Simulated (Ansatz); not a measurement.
The starting structures come from a database of crystals and need not be the phases stable at ambient conditions.

Given:

```
AlP
1.0
    3.86348     0.00000     0.00000
   -1.93174     3.34587     0.00000
    0.00000     0.00000     6.34144
Al P
2 2
Cartesian
  0.00000   2.23058   0.00044
  1.93174   1.11529   3.17116
  0.00000   2.23058   2.37760
  1.93174   1.11529   5.54832
```

Space group of this cell: P6_3mc, wurtzite. The cell is taken as given.

Transport runs along the normal of the first two printed cell vectors, the (001) plane of the conventional cell.

The gap is the functional's own. No spin-orbit coupling. Mid-gap values are interpolated on the energy grid.

Problem. Estimate the band gap and the smallest decay constant κ at mid-gap that PBEsol (Ansatz, an electronic-structure program) returns for this system.

Solution. Gap 1.83 eV on a 12×12×6 mesh; κ = 0.156 1/Å, at the zone centre.
